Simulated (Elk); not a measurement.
Input and output of a self-consistent single point for HgTe (F-43m, 2 atoms in the cell) (Elk).

Computed with Elk with PBE, spin-orbit coupling in second variation, all-electron FP-LAPW, Elk's shipped species files, APW+lo basis with extra local orbitals.

```
CELL_PARAMETERS angstrom
      0.00000     3.28846     3.28846
      3.28846     0.00000     3.28846
      3.28846     3.28846     0.00000
ATOMIC_POSITIONS crystal
  Hg 0.00000 0.00000 0.00000
  Te 0.25000 0.25000 0.25000
```

Reference input (self-consistent single point, DFT, PBE, all-electron FP-LAPW, Elk's shipped species files, APW+lo basis with extra local orbitals): xctype = 20; rgkmax = 7.5; swidth = 0.00183747 Ha; ngridk = 9 9 9; tforce = true; gmaxvr = 18 1/bohr; lmaxapw = 10; lmaxo = 8; nxlo = 2; lorbcnd = true; lradstp = 2; nrmtscf = 2. This run's input differs from it in these lines:

```diff
@@ -5,2 +5,5 @@
   20
+
+spinorb
+  .true.
 
@@ -39,2 +42,5 @@
 
+nempty
+  10
+
 swidth
```

Output, abridged:

```
│ Self-consistent loop started │
│ Loop number : 1 │
 total energy                :     -26458.7569090
 total moment                :  -0.7358054541E-19  0.3469607304E-18  0.1020072605E-18
│ Loop number : 2 │
 total energy                :     -26459.0336119
 total moment                :   0.1855209513E-19  0.2084685799E-18 -0.1954772511E-18
RMS change in Kohn-Sham potential (target) :   0.9009226587E-01 (  0.1000000000E-05)
Absolute change in total energy (target)   :   0.2767028838     (  0.1000000000E-03)
│ Loop number : 3 │
 total energy                :     -26459.3305641
   [... lines left out ...]
 total energy                :     -26458.8350721
 total moment                :   0.1609282562E-18  0.2383812197E-18  0.3964272021E-20
RMS change in Kohn-Sham potential (target) :   0.8852264703E-07 (  0.1000000000E-05)
Absolute change in total energy (target)   :   0.1187909220E-03 (  0.1000000000E-03)
│ Loop number : 15 │
 total energy                :     -26458.8350730
 total moment                :   0.6808587930E-20  0.3034580391E-18  0.1469726879E-18
RMS change in Kohn-Sham potential (target) :   0.4418738219E-07 (  0.1000000000E-05)
Absolute change in total energy (target)   :   0.2875251812E-04 (  0.1000000000E-03)
Convergence targets achieved

│ Loop number : 16 │

Energies :
 Fermi                       :     0.149930433045
 xc effective B-field        :    -0.408571983386E-10
 external B-field            :      0.00000000000
 total energy                :     -26458.8350761
 (external B-field energy excluded from total)

Density of states at Fermi energy :    1.203831578
 (states/Hartree/unit cell)

Estimated indirect band gap :   0.1239886287E-01
 from k-point      1 to k-point      2
Estimated direct band gap   :   0.1592333965E-01
 at k-point      2

Charges :
 core                        :    98.00000000
 valence                     :    34.00000000
 interstitial                :    3.981745111
 muffin-tins (core leakage)
  species :    1 (Hg)
   atom    1                 :    78.55022115     (  0.1838454168E-03)
  species :    2 (Te)
   [... lines left out ...]
 total moment                :  -0.4612491925E-19  0.2223158210E-18  0.8783872767E-19
   [... lines left out ...]
   total force               :     0.00000000   -0.00000000   -0.00000000
   total magnitude           :     0.00000000
 species :    2 (Te)
  atom :    1
   Hellmann-Feynman          :    -0.00000000   -0.00000000    0.00000000
   IBS                       :     0.00000000    0.00000000    0.00000000
   total force               :    -0.00000000    0.00000000    0.00000000
   total magnitude           :     0.00000000
```

The run converged in 16 iterations. The count includes the last loop, which Elk runs after its targets are met. 

The starting cell has typed, rounded lattice constants, without a prior relaxation at this level. Its lattice was rescaled by a random factor within 2.5 % of one. Values depend on the basis (sphere radii, cutoffs, local orbitals), which need not be converged. The run gives no clean gap (levels at the Fermi energy touch, overlap or are partly filled at this smearing), which alone does not show that the compound is a metal. The log's line on a gap gives a spacing of levels on this mesh, which the program prints for metals too.

These are the values that this program gave, and no reference: the basis lacks p1/2 orbitals, which heavy p elements need under spin-orbit coupling.

Cost on one core of a shared machine: roughly 6 min.
